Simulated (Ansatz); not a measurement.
# Defect calculation: Al on the Ca site (Al_Ca) in rock-salt CaO

Level of theory: PBE, PAW (plane waves to 420 eV; Ansatz, a first-principles code). The supercell holds 64 host sites (2×2×2 repeats of the unit cell), with a 2×2×2 shifted k-point sampling for the final energies. Site at the start: the Ca site. Charged cells carry a point-charge image correction with potential alignment at far atoms. Dielectric constants: PBE linear response of the host. Host gap at this level: 3.66 eV. Finite-size and sampling errors can reach tenths of an eV here. PBE underestimates the host's gap, which shifts levels and can delocalise carriers. Spin–orbit coupling is left out. Each state is the lowest found from its start.

Formation energies E_f are given with the Fermi level at the valence-band maximum. Chemical conditions: O-rich (Δμ(Ca) = -5.89 eV, Δμ(Al) = -7.45 eV, bounded by corundum; only phases computed here count, gases as isolated molecules at 0 K). Reference phases: Al: fcc Al, Ca: fcc Ca.

```csv
charge,moment (μB),point group,largest move off a lattice site (Å),image correction with alignment (eV),"E_f, O-rich (eV)"
+1,not spin-polarised,C4v,0.39,-0.04,1.20
0*,1.0,C4v,0.39,–,–
−1*,not spin-polarised,–,0.40,–,–
```

* At this level the carrier isn't localised at the defect: at charge 0 electrons occupy the conduction band; at charge −1 electrons occupy the conduction band. Such a state is shallow or no state of the defect, and this cell gives it no level.

Point groups are those of the whole cell at tolerances of 0.03 and 0.1 Å ("near" where only the looser one holds); none is given for unsettled states.

Flagged in the runs: a strain field that reaches the edge of the cell.

All states together cost very roughly 100 core-minutes.
